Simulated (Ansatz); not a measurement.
System: BeS (model structure, started from the rocksalt type, Fm-3m, No. 225, 2 atoms in the cell). Method: r²SCAN+rVV10 (PAW; Ansatz, an electronic-structure program).

Numerical settings: plane-wave cutoff 560 eV, 14×14×14 k mesh, Fermi–Dirac smearing 0.01 eV, scalar-relativistic PAW data made under PBE.

Cell (relaxed at this level):

```xyz
2
Lattice="0.0000 2.3125 2.3125 2.3125 0.0000 2.3125 2.3125 2.3125 0.0000" Properties=species:S:1:pos:R:3 pbc="T T T"
S      0.0000     0.0000     0.0000
Be     2.3125     2.3125     2.3125
```

Question: Estimate the band gap and Γ–Γ gap that the calculation returns.

Answer: 
- band gap = 1.31 eV (on the SCF k mesh)
- Γ–Γ gap = 6.54 eV

Note: the relaxation could raise the start's symmetry but not lower it, so the cell can be a saddle point.

Static lattice: no zero-point or thermal effects.

A model structure was made by putting elements into a prototype or built by hand; it is no filed structure, need not be a known phase, and can be a saddle point held by its symmetry.
